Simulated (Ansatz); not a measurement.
Start from HgS in the zinc blende structure (space group F-43m, No. 216).

```xyz
2
Lattice="0.0000 2.9958 2.9958 2.9958 0.0000 2.9958 2.9958 2.9958 0.0000" Properties=species:S:1:pos:R:3 pbc="T T T"
Hg     0.0000     0.0000     0.0000
S      1.4979     1.4979     1.4979
```

The values are results of Ansatz (a quantum-chemistry and plane-wave program), PBE, PAW, cutoff 420 eV, no spin-orbit coupling, not measurements.

Before the change:

```
Property   Result
--------  -------
Pressure  0.0 GPa
Band gap     zero
```

Modification: every lattice vector is shortened by 1.00 %; the atoms relax in the strained cell.

Predict the new pressure, energy relative to the base and band gap.

The pressure goes from zero to 1.6 GPa; the energy rises by 4.0 meV/atom; the band gap remains zero.

The mesh was chosen for an insulator and is coarse for the gapless case. Spin-orbit coupling, missing from the scalar runs, can matter with Hg. Whether these cells are dynamically stable was not tested. The final runs are not spin-polarised. A zero or small gap of HgS can be the functional's error rather than a property of the material.
